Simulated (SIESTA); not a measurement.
Band structure of Hf₂Ga₃Ni (Cm, 6 atoms in the cell).

```
CELL_PARAMETERS angstrom
      4.87170    -2.07742     0.00000
      4.87170     2.07742     0.00000
     -4.20740     0.00000     4.87947
ATOMIC_POSITIONS crystal
  Hf 0.53830 0.53830 0.28162
  Hf 0.45630 0.45630 0.70249
  Ga 0.85410 0.85410 0.32768
  Ga 0.82262 0.82262 0.86291
  Ga 0.16072 0.16072 0.10465
  Ni 0.16797 0.16797 0.72065
```

Level of theory: LDA PW92, numerical atomic orbitals DZP, PseudoDojo LDA standard norm-conserving potentials (rewritten from UPF to PSML) run with SIESTA.

Settings: XC.functional = LDA; XC.authors = PW92; potentials = PseudoDojo LDA standard; PAO.BasisSize = DZP; PAO.EnergyShift = 0.01 Ry; MeshCutoff = 300 Ry; kgrid.MonkhorstPack = 4 4 3; OccupationFunction = MP; OccupationMPOrder = 0; ElectronicTemperature = 100 meV; MaxSCFIterations = 150; SCF.Mixer.Method = Broyden; SCF.Mixer.Weight = 0.2; SCF.Mixer.History = 6.

The starting cell comes from a database of computed structures (which also holds hypothetical and non-ambient phases and stackings), without a prior relaxation at this level. Spin-orbit coupling is off. Spin polarisation is off. Values carry the incompleteness of an atom-centred basis.

Levels in eV from the Fermi level, bands 38 to 43:
```
point     38     39     40     41    42    43
-----  -----  -----  -----  -----  ----  ----
X      -1.27  -0.53  -0.40  -0.14  0.96  1.29
Γ      -1.26  -1.09  -0.96  -0.58  0.77  1.93
Y      -1.35  -0.51  -0.51  -0.21  0.36  0.93
L      -1.13   0.09   0.61   0.94  1.13  1.53
Z      -1.54  -1.32  -0.98  -0.64  1.21  1.73
N      -1.62  -0.72  -0.49  -0.23  0.18  2.32
M      -1.62  -0.72  -0.49  -0.23  0.18  2.32
R      -1.54  -1.32  -0.98  -0.64  1.21  1.73
```

Bands cross the Fermi level along this path, so the cell is metallic at this level.

Higher empty bands are left out: an atom-centred basis made for the valence describes them poorly.
